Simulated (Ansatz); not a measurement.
**How far PBE and PBEsol part for PtSb2, isotropic strain −2.05 %**

The reference is PtSb$_{2}$ (space group Pa-3, No. 205; a = 6.553 Å).

(Cell as relaxed with PBE.)

Levels (all Ansatz, a first-principles code, PAW): PBE (420 eV, spin-orbit coupling left out); PBEsol (420 eV, scalar-relativistic without spin-orbit coupling).

Each level relaxes its own structure.

| base | PBE | PBEsol |
|---|---|---|
| volume per atom | 23.45 Å³ | 22.50 Å³ |
| lattice parameter a | 6.553 Å | 6.463 Å |
| band gap | zero | zero |

One thing is altered: an isotropic linear strain of −2.05 %; the atoms relax in the strained cell.

```tsv
quantity	PBE	PBEsol
pressure	7.6 GPa	…
energy relative to the base (free energy F)	+32 meV/atom	…
```

### Question
What does PBEsol give?

### Answer

- pressure, PBEsol: 8.7 GPa
- energy relative to the base (free energy F), PBEsol: +35 meV/atom

PBE's pressure lies 1.1 GPa below PBEsol's; PBE's energy relative to the base lies 3.1 meV/atom below PBEsol's. Neither level is exact; PBEsol is the comparison here, not a measurement.

Spin-orbit coupling, missing from the scalar runs, can matter with Pt and Sb. No phonon test of stability was made. All final runs are without spin polarisation. The zero or small gap of PtSb2 can change with the level of theory.
